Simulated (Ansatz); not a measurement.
# Response to strain in GaP

The reference is GaP in the zinc blende structure (space group F-43m, No. 216; a = 5.391 Å).

Strains are applied to the cell and any free atomic positions relax.

Calculations: LDA (Ansatz, a quantum-chemistry and plane-wave program, PAW, no SOC).

Candidates:
(a) isotropic strain −3.00 %
(b) isotropic strain −2.50 %
(c) isotropic strain +2.00 %

Base values:

The band gap is 1.38 eV.

**Question.** Order them by band gap, lowest first.

**Answer.** (a) isotropic strain −3.00 % (1.20 eV), (b) isotropic strain −2.50 % (1.23 eV), (c) isotropic strain +2.00 % (1.39 eV)

Stability against distortions was not tested.
